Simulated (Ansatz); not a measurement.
```
CELL_PARAMETERS angstrom
      0.00000     2.81085     2.81085
      2.81085     0.00000     2.81085
      2.81085     2.81085     0.00000
ATOMIC_POSITIONS crystal
  Ge 0.00000 0.00000 0.00000
  Ge 0.25000 0.25000 0.25000
```

At this level the gap is small or closed, and a narrow smearing was used.

**Question.** By how much do the lattice constants and the volume change from 300 K to 475 K (quasi-harmonic approximation, LDA in Ansatz, an electronic-structure program), and how far does the bulk modulus soften?

**Answer.** a by 0.12 %, the volume by 0.38 %; B_T goes from 67.7 to 66.0 GPa. Whether this phase is the stable one at each condition was not tested.
